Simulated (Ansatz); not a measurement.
Consider Re in the hcp (Mg type) structure (space group P6_3/mmc, No. 194; a = 2.7508 Å, c = 4.4414 Å).

Structures relaxed with Kohn–Sham DFT with the PBEsol functional, run in Ansatz (an electronic-structure program) with PAW and 420 eV plane waves, spin-orbit coupling left out.

Base:

Simulated powder pattern, Cu Kα1, λ = 1.54056 Å (kinematic, ideal powder, no thermal factors, no anomalous dispersion; the 8 strongest lines at most, above 2 %, up to 2θ = 90°):

```tsv
2θ (°)	I/Imax (%)	hkl
37.73	24	(100)
40.59	26	(002)
43.05	100	(101)
56.61	15	(102)
68.12	18	(110)
75.55	20	(103)
82.41	22	(112)
84.06	15	(201)
```

Now apply this change: a hydrostatic pressure of 3 GPa.

After the change:

Simulated powder pattern, Cu Kα1, λ = 1.54056 Å (kinematic, ideal powder, no thermal factors, no anomalous dispersion; the 8 strongest lines at most, above 2 %, up to 2θ = 90°):

```tsv
2θ (°)	I/Imax (%)	hkl
37.83	24	(100)
40.70	26	(002)
43.16	100	(101)
56.77	15	(102)
68.31	18	(110)
75.78	20	(103)
82.66	22	(112)
84.32	16	(201)
```

The indices refer to the base's conventional cell; one index is shown for lines that coincide.

Load acts through the strain it causes; cell and atoms are relaxed under it. No phonon test of stability was made. The final runs are not spin-polarised.
